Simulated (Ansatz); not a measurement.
Worked example: self-consistent single point of Al₃Sc (Pm-3m, 4 atoms in the cell) in Ansatz (an electronic-structure program).

Level of theory: PBEsol, default PAW files made with PBE (plane waves; Ansatz).

```xyz
4
Lattice="4.0783 0.0000 0.0000 0.0000 4.0783 0.0000 0.0000 0.0000 4.0783" Properties=species:S:1:pos:R:3 pbc="T T T"
Sc     0.0000     0.0000     0.0000
Al     0.0000     2.0391     2.0391
Al     2.0391     0.0000     2.0391
Al     2.0391     2.0391     0.0000
```

Reference input (self-consistent single point, DFT, PBE, plane waves, default PAW files): basis.ecutwfc = 420 eV; kpoints.mp_grid.grid = 8 8 8; hamiltonian.xc = pbe; hamiltonian.pseudopotentials = {kind: paw} (the program's default PAW files); scf.occupations.method = gaussian; scf.occupations.width = 0.272 eV. This run's input differs from it in these lines:

Ansatz 0.2 input:
```diff
@@ -16,3 +16,3 @@
 hamiltonian:
-  xc: pbe
+  xc: pbesol
   pseudopotentials:
```

The program printed (abridged):

```
SCF iter   1: F=—  HF=-3686.935392 eV  |F-HF|=—  |Δ(HF+E_count)|=         —  Δρ=3.07e-3  dr2=1.73e-2  ethr=1.77e-3  ⟨swp⟩=5.0  Hψ=2748  notcnv=0
all-band conjugate gradients solve this SCF's bands
preconditioner: auto → Kerker (q_TF=auto, 2.226 Å⁻¹)
SCF iter   2: F=—  HF=-3686.931987 eV  |F-HF|=—  |Δ(HF+E_count)|=   3.41e-3  Δρ=1.90e-3  dr2=5.40e-3  ethr=8.64e-5  ⟨swp⟩=1.0  Hψ=770  notcnv=0
SCF iter   3: F=—  HF=-3686.930365 eV  |F-HF|=—  |Δ(HF+E_count)|=   1.62e-3  Δρ=4.12e-4  dr2=2.50e-4  ethr=2.70e-5  ⟨swp⟩=2.6  Hψ=817  notcnv=0
SCF iter   4: F=—  HF=-3686.930304 eV  |F-HF|=—  |Δ(HF+E_count)|=   6.13e-5  Δρ=1.09e-4  dr2=9.32e-6  ethr=1.25e-6  ⟨swp⟩=2.2  Hψ=693  notcnv=0
SCF iter   5: F=—  HF=-3686.930377 eV  |F-HF|=—  |Δ(HF+E_count)|=   7.32e-5  Δρ=2.40e-5  dr2=2.49e-7  ethr=4.66e-8  ⟨swp⟩=2.3  Hψ=707  notcnv=0
SCF iter   6: F=-3686.930377 eV  HF=-3686.930377 eV  |F-HF|=1.19e-9  |Δ(HF+E_count)|=  1.44e-10  Δρ=2.87e-6  dr2=4.33e-9  ethr=5.00e-10  ⟨swp⟩=4.6  Hψ=1945  notcnv=0
SCF 1 converged in 6 iterations: F = -3686.930377 eV  dr2 = 4.33e-9
Free energy (F): -3686.930377 eV
Internal energy: -3686.881707 eV  (E = F + TS)
E sigma→0 (E₀):  -3686.906042 eV
Entropy (-TS):   -0.048670 eV (-12.167 meV/atom)
Fermi energy:    9.259628 eV
--- Forces (eV/Å), atoms counted from 1 ---
  atom   1  Sc    -0.00000000     0.00000000    -0.00000000
   [... zero for the other atoms too ...]
--- Stress (GPa, compression-positive) ---
       -0.363199       0.000000       0.000000
        0.000000      -0.363199       0.000000
        0.000000       0.000000      -0.363199
  P = ⅓ Tr σ = -0.3632 GPa (-3.632 kbar)
  The stress holds the Pulay correction. Without it, at fixed plane waves, as pw.x and ABINIT print it: P = -0.4137 GPa
```

The run converged in 6 iterations. Against the reference run the pressure goes from 1.90 to -0.36 GPa.

The starting cell has typed, rounded lattice constants, without a prior relaxation at this level. Its lattice was rescaled by a random factor within 2.5 % of one. Ansatz's pressure includes its estimate of the finite-basis (Pulay) stress.
